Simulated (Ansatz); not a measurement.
CsCl-type NiAl was calculated with B3LYP (VWN-RPA form) (plane waves, PAW; Ansatz, a first-principles code).

Run with plane-wave cutoff 460 eV, 10×10×10 k mesh, Fermi–Dirac smearing 0.05 eV, no spin polarisation, scalar-relativistic PAW data made under PBE.

Equation-of-state points:

```tsv
V (Å³/atom)	E − E_lowest (meV/atom)	P (GPa)
11.419	17.65	9.51
11.775	3.06	3.74
12.020	0.00	0.29
12.320	3.02	-3.45
12.621	12.60	-6.72
```

Question: Estimate the bulk modulus from the pressures at 11.775 and 12.320 Å³/atom, and compare it with a fit to all energies.

Answer: B = −V dP/dV. Between V = 11.775 and 12.320 Å³/atom, dP/dV = (-3.45 − (3.74))/(12.320 − 11.775) = -13.2 GPa per Å³/atom; at the midpoint 12.047 Å³/atom this gives B ≈ 159 GPa. The third-order Birch–Murnaghan fit gives V0 = 12.043 Å³/atom, B0 = 159 GPa, B′ = 4.4, which lies within 1 % of that estimate.

Measured, for comparison: bulk modulus 156 GPa (room temperature, not corrected to a static lattice; as tabulated in Yamada et al. (2019), arXiv:1910.09660); equilibrium volume per atom 11.97 Å³/atom (extrapolated to 0 K, zero-point anharmonic expansion removed (Haas, Tran, Blaha 2009); as tabulated in Levämäki et al. (2014), arXiv:1402.3671). Computed (rounded) less measured: bulk modulus +2 %, equilibrium volume per atom +0.6 %. A static lattice is as a rule a little smaller and stiffer than an uncorrected measurement, which narrows the difference in the bulk modulus and would widen misses of the other sign.

Note: the run has no spin polarisation, so it can have missed a magnetic state.

The computed numbers hold no vibrational or temperature effects.

Computing time: around 24 core-minutes (rough).
